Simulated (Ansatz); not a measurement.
The reference is SiO$_{2}$ (space group P3_221, No. 154).

```
CELL_PARAMETERS angstrom
      4.94899     0.00000     0.00000
     -2.47450     4.28595     0.00000
      0.00000     0.00000     5.44148
ATOMIC_POSITIONS crystal
  Si 0.00000 0.47043 0.33333
  Si 0.52957 0.52957 0.00000
  Si 0.47043 0.00000 0.66667
  O  0.26679 0.41257 0.21435
  O  0.58743 0.85422 0.88102
  O  0.73321 0.14578 0.45231
  O  0.85422 0.58743 0.11898
  O  0.41257 0.26679 0.78565
  O  0.14578 0.73321 0.54769
```

Calculations: Ansatz (a program for electronic structure), PBEsol, PAW, cutoff 420 eV, without spin-orbit coupling.

Strains are applied to the cell and any free atomic positions relax.

One change was made to it. Results:

```csv
quantity,base,after
energy relative to the base (free energy F),0 meV/atom,+6.6 meV/atom
smallest direct gap,6.03 eV,6.14 eV
electron mass,0.50 mₑ (at Γ),0.48 mₑ (at Γ)
"pressure (mean of the normal stresses, compression positive)",0.01 GPa,2.70 GPa
band gap,5.72 eV,5.89 eV
```

Q: Name the change that was made.
(A) isotropic strain −0.75 %
(B) isotropic strain −3.00 %
(C) isotropic strain −1.50 %
(D) isotropic strain −2.25 %

A: D, isotropic strain −2.25 %. For comparison, the band gap in the other runs: isotropic strain −1.50 % gives 5.83 eV; isotropic strain −3.00 % gives 5.96 eV; isotropic strain −0.75 % gives 5.78 eV.

Masses are band curvatures over ±0.01 Å⁻¹ around the edge. No phonon test of stability was made.
